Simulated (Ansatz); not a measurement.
Take ZnS in the zinc blende structure (space group F-43m, No. 216; a = 5.357 Å) as the base. Axes: x, y, z lie along the cube axes.

The values are results of PBEsol, PAW, 420 eV (Ansatz, an electronic-structure program; spin-orbit coupling left out), not measurements.

Strains are applied to the cell and any free atomic positions relax; under biaxial strain the out-of-plane vector relaxes too.

One change was made to it. Results:

The band gap drops by 0.05 eV (2.09 eV → 2.04 eV); the energy increases by 0.3 meV/atom.

Problem. Name the change that was made.
A. biaxial strain −2.08 %, plane normal [111], relaxed out of plane
B. biaxial strain −0.42 %, plane normal [111], relaxed out of plane
C. biaxial strain +0.42 %, plane normal [111], relaxed out of plane
D. biaxial strain +0.83 %, plane normal [111], relaxed out of plane
E. biaxial strain −1.25 %, plane normal [111], relaxed out of plane

Solution. C, biaxial strain +0.42 %, plane normal [111], relaxed out of plane. For comparison, the band gap in the other runs: biaxial strain −0.42 %, plane normal [111], relaxed out of plane gives 2.10 eV; biaxial strain −2.08 %, plane normal [111], relaxed out of plane gives 2.11 eV; biaxial strain +0.83 %, plane normal [111], relaxed out of plane gives 1.99 eV; biaxial strain −1.25 %, plane normal [111], relaxed out of plane gives 2.11 eV.

Whether these cells are dynamically stable was not tested.
